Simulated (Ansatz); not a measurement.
Consider BaTiO$_{3}$ in the cubic perovskite structure (space group Pm-3m, No. 221; a = 3.970 Å).

Now apply this change: every Ba is replaced by Sr, then cell and atoms are relaxed.

Levels (all Ansatz, a program for electronic structure, PAW): PBEsol (420 eV, no SOC); PBEsol+SOC (420 eV, noncollinear with spin-orbit coupling).

The geometry is relaxed with PBEsol.

- PBEsol smallest direct gap = 2.19 eV
- PBEsol lowest conduction level above the VBM at special points = Γ 1.85 eV; X 2.03 eV; M 3.87 eV; R 4.57 eV
- PBEsol width of the top valence band = 1.05 eV

Question: What does PBEsol+SOC give at this geometry for the smallest direct gap, lowest conduction level above the VBM at special points and width of the top valence band?

Answer: The smallest direct gap shrinks by 0.03 eV to 2.16 eV; the lowest conduction level above the VBM at special points changes from Γ 1.85 eV; X 2.03 eV; M 3.87 eV; R 4.57 eV to Γ 1.84 eV; X 2.02 eV; M 3.86 eV; R 4.55 eV; the width of the top valence band is still 1.05 eV.

Single points use the geometry relaxed with PBEsol. The spin-orbit shifts are approximate. Stability against distortions was not tested. The runs without spin-orbit coupling are not spin-polarised. Many cubic perovskites are stable only at high temperature; tilts and polar distortions were not tested. This is not the structure that BaTiO3 has at room temperature and ambient pressure.
